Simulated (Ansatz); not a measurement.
Electron-phonon data for Cu$_{3}$Ga (Pm-3m)

Input:

```
Cu3Ga
1.0
    3.63456     0.00000     0.00000
    0.00000     3.63456     0.00000
    0.00000     0.00000     3.63456
Ga Cu
1 3
Direct
  0.00000   0.00000   0.00000
  0.50000   0.00000   0.50000
  0.00000   0.50000   0.50000
  0.50000   0.50000   0.00000
```

Calculation: PBEsol, DFPT electron-phonon coupling, linearised Boltzmann equation (plane waves, PAW, scalar-relativistic; Ansatz, a quantum-chemistry and plane-wave program). Cell: relaxed with this functional, without spin-orbit coupling.

```
Property                                                                                                Result
----------------------------------------------------------------------------------  --------------------------
resistivity at 300 K                                                                                 4.6 μΩ·cm
resistivity at 77 K                                                                                 0.67 μΩ·cm
electron mean free path at 300 K (weighted by the current that each state carries)                     16.9 nm
electron-phonon coupling λ                                                                                0.28
transport coupling λ_tr                                                                                   0.30
logarithmic mean phonon energy                                                                        14.9 meV
density of states at the Fermi level                                                0.58 states/(eV·spin·cell)
Drude plasma energy                                                                                     8.6 eV
Hall coefficient at 300 K                                                                     1.97 ×10⁻¹¹ m³/C
Tc for μ* = 0.10 (anisotropic Eliashberg)                                                            below 1 K
Tc for μ* = 0.13 (anisotropic Eliashberg)                                                            below 1 K
```

A metal at this level (no band gap). Only scattering by harmonic phonons is included (no impurities, grain boundaries, electron-electron scattering or thermal expansion). Spin-orbit coupling is left out. The run warned that the eigensolver left some states short of its tolerance. Halving the electron mesh (24x24x24) moves the resistivity by up to 9 % at 300 K, the mean free path by up to 4 %, the coupling by up to 2 %. Smearing 0.20 eV; phonons on a 4x4x4 q mesh, which this run doesn't test and which matters most at low temperature. Tc comes from the anisotropic Migdal-Eliashberg equations with μ*, a chosen number, referred to 17.2 meV.

Computed structure, not matched to a measured one here, so possibly hypothetical: Cu3Ga (Pm-3m).
